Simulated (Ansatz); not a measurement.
The starting structures come from a database of crystals and need not be the phases stable at ambient conditions.

Tunnelling through a barrier is set by its complex band structure: the current falls as exp(−2κd) with the smallest κ.

Given:

```
Tl2Te3
1.0
    6.53344     0.00000     0.00000
    0.00000     7.90579    -0.01321
    3.26672    -1.84414     6.29038
Tl Te
4 6
Direct
  0.45877   0.55008   0.78506
  0.54123   0.44992   0.21494
  0.24383   0.94992   0.21494
  0.75617   0.05008   0.78506
  0.67779   0.08328   0.36342
  0.32221   0.91672   0.63658
  0.04120   0.41672   0.63658
  0.95880   0.58328   0.36342
  0.13182   0.25000   0.00000
  0.86818   0.75000   0.00000
```

Space group of this cell: C2/c. The cell was relaxed by PBE-D3(BJ); by PBEsol its mean pressure is -0.7 GPa.

Transport runs along the normal of the first two printed cell vectors.

No gap correction and no spin-orbit coupling; mid-gap values are interpolated between computed energies.

Q: Give the band gap and the smallest decay constant κ at mid-gap that PBEsol (Ansatz, an electronic-structure program) yields.

A: Gap 0.32 eV on a 6×4×6 mesh; κ = 0.057 1/Å, at (0.000, 0.250) of the in-plane reciprocal vectors. At the zone centre, at the nearest computed energy, the slowest state has κ = 0.10 1/Å.
